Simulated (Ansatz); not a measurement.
Hypothetical Fm-3m BeBr2, pressure series

The reference is BeBr2 (space group Fm-3m, No. 225; a = 6.393 Å; a hypothetical phase, not in the database extracts checked).

Cell and atoms are relaxed at each pressure.

The values are results of plane-wave PAW DFT at the PBEsol level (Ansatz, a first-principles code, 420 eV), spin-orbit coupling left out, not measurements.

Computed cases, in order: pressure −2 GPa; pressure −1 GPa; 0 GPa (base); pressure 1.8 GPa; pressure 4.2 GPa; pressure 9 GPa; pressure 18 GPa; pressure 30 GPa; pressure 45 GPa; pressure 60 GPa.

Problem. Between which two neighbouring cases does the band gap open or close?

Solution. Between pressure 9 GPa (0.29 eV) and pressure 18 GPa (zero). The whole series: pressure −2 GPa: 0.22 eV; pressure −1 GPa: 0.26 eV; 0 GPa (base): 0.30 eV; pressure 1.8 GPa: 0.37 eV; pressure 4.2 GPa: 0.45 eV; pressure 9 GPa: 0.29 eV; pressure 18 GPa: zero; pressure 30 GPa: zero; pressure 45 GPa: zero; pressure 60 GPa: zero.

A case with no gap was solved on a k-mesh chosen for an insulator, which is coarse for it. Load acts through the strain it causes; cell and atoms are relaxed under it. Stability against distortions was not tested. Competing high-pressure phases were not computed. All final runs are without spin polarisation. The zero or small gap of BeBr2 can change with the level of theory.
